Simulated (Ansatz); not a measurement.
Where the default PAW files enter, the runs use the earlier of Ansatz's two default sets.

# Evanescent states of GaN (P6_3mc, wurtzite, 4 atoms a cell, 11.4 Å³ an atom) along the normal of (100)

The numbers are results of r2SCAN (plane waves, PAW; Ansatz, a program for electronic structure), not measurements.

The gap is the functional's own, uncorrected, and κ follows it; spin-orbit coupling is left out. Mid-gap means the computed energy nearest the middle.

Energies count from the valence-band top; κ is the least over a 10×6 mesh across the current.

| E (eV) | κ (1/Å) | where |
|---|---|---|
| 0.06 | 0.052 | Γ |
| 0.18 | 0.088 | Γ |
| 0.30 | 0.110 | Γ |
| 0.42 | 0.126 | Γ |
| 0.54 | ___ | Γ |
| 0.66 | ___ | Γ |
| 0.78 | ___ | Γ |
| 0.90 | ___ | Γ |
| 1.02 | ___ | Γ |
| 1.14 | ___ | Γ |
| 1.26 | ___ | Γ |
| 1.38 | ___ | Γ |
| 1.50 | ___ | Γ |
| 1.62 | ___ | Γ |
| 1.74 | ___ | Γ |
| 1.86 | 0.132 | Γ |
| 1.98 | 0.117 | Γ |
| 2.10 | 0.097 | Γ |
| 2.22 | 0.067 | Γ |

Fill in the missing entries.


- 0.54, κ (1/Å): 0.138
- 0.66, κ (1/Å): 0.147
- 0.78, κ (1/Å): 0.154
- 0.90, κ (1/Å): 0.159
- 1.02, κ (1/Å): 0.162
- 1.14, κ (1/Å): 0.164
- 1.26, κ (1/Å): 0.163
- 1.38, κ (1/Å): 0.161
- 1.50, κ (1/Å): 0.157
- 1.62, κ (1/Å): 0.151
- 1.74, κ (1/Å): 0.143
